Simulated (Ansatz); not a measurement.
Zinc-blende NaI (model structure)

The numbers are results of r²SCAN (Ansatz, an electronic-structure program, plane waves, PAW), not measurements.

Settings: plane-wave cutoff 500 eV, 8×8×8 k mesh, gaussian smearing 0.02 eV, scalar-relativistic PAW data made under PBE.

Cell (relaxed at this level):

```cif
data_INa
_chemical_formula_sum 'Na1 I1'
_space_group_name_H-M_alt 'P 1'
_space_group_IT_number 1
_cell_length_a 5.01205
_cell_length_b 5.01205
_cell_length_c 5.01205
_cell_angle_alpha 60.000
_cell_angle_beta 60.000
_cell_angle_gamma 60.000
loop_
_space_group_symop_operation_xyz
  'x, y, z'
loop_
_atom_site_label
_atom_site_type_symbol
_atom_site_fract_x
_atom_site_fract_y
_atom_site_fract_z
_atom_site_occupancy
Na1 Na 0.00000 0.00000 0.00000 1
I1 I 0.25000 0.25000 0.25000 1
```

For zinc-blende NaI (model structure), the band gap is 4.42 eV (on the SCF k mesh).

Note: the relaxation could raise the start's symmetry but not lower it, so the cell can be a saddle point.

Spin–orbit coupling is not included; with these elements it can move the gap by several tenths of an eV or more.

Computing time: around 40 core-seconds (rough).

A model structure was made by putting elements into a prototype or built by hand; it is no filed structure, need not be a known phase, and can be a saddle point held by its symmetry.
